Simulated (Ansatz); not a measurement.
The starting structures come from a database of crystals and need not be the phases stable at ambient conditions.

Inside the gap of an insulator the Bloch states are evanescent, with a wavenumber k + iκ along the transport direction.

Given:

```xyz
14
Lattice="7.9838 0.0000 0.0000 -3.9919 6.9142 0.0000 3.9919 2.3047 6.5188" Properties=species:S:1:pos:R:3 pbc="T T T"
Sc     1.9960     3.4571     2.4445
Sc     5.9879     3.4571     2.4445
Sc     0.0000     6.9142     2.4445
Sc     7.9838     4.6095     5.7039
Cd     3.9919     6.9142     4.8891
Cd     0.0000     0.0000     0.0000
Se     6.1442     5.6716     4.0104
Se     2.1523     1.2426     0.8787
Se     7.9838     2.4852     4.0104
Se     3.9919     2.3047     3.8828
Se     0.0000     4.6095     1.0063
Se     3.9919     4.4290     0.8787
Se     1.8396     5.6716     4.0104
Se     5.8316     1.2426     0.8787
```

Space group of this cell: Fd-3m, spinel. The cell is taken as given.

Transport runs along the normal of the first two printed cell vectors, the (111) plane of the conventional cell.

The gap is the functional's own, uncorrected, and κ follows it; spin-orbit coupling is left out. Mid-gap values are interpolated between the computed energies.

**Question.** State the band gap and the smallest decay constant κ at mid-gap according to r2SCAN run with Ansatz (a program for electronic structure).

**Answer.** Gap 0.90 eV on a 6×6×6 mesh; κ = 0.104 1/Å, at the zone centre.
